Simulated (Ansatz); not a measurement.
## Response to strain in BP

Take BP in the zinc blende structure (space group F-43m, No. 216) as the base.

```xyz
2
Lattice="0.0000 2.2682 2.2682 2.2682 0.0000 2.2682 2.2682 2.2682 0.0000" Properties=species:S:1:pos:R:3 pbc="T T T"
P      3.4023     3.4023     3.4023
B      0.0000     0.0000     0.0000
```

Cartesian axes are those of the cell as printed.

Strains are applied to the cell and any free atomic positions relax.

The values are results of plane-wave PAW DFT at the r2SCAN level (Ansatz, a quantum-chemistry and plane-wave program, 500 eV), no spin-orbit coupling, earlier PAW set, not measurements.

Candidates:
(a) isotropic strain −3.43 %
(b) uniaxial strain ε_zz = −0.58 %
(c) isotropic strain +0.54 %
(d) tensor shear ε_xy = −1.08 %
(e) isotropic strain +0.93 %

Notes on the quantities. energy relative to the base: free energy F.

Q: Order them by energy relative to the base, highest first.

A: (a) isotropic strain −3.43 % (+72 meV/atom), (e) isotropic strain +0.93 % (+4.7 meV/atom), (d) tensor shear ε_xy = −1.08 % (+3.4 meV/atom), (c) isotropic strain +0.54 % (+1.6 meV/atom), (b) uniaxial strain ε_zz = −0.58 % (+0.4 meV/atom)

No phonon test of stability was made.
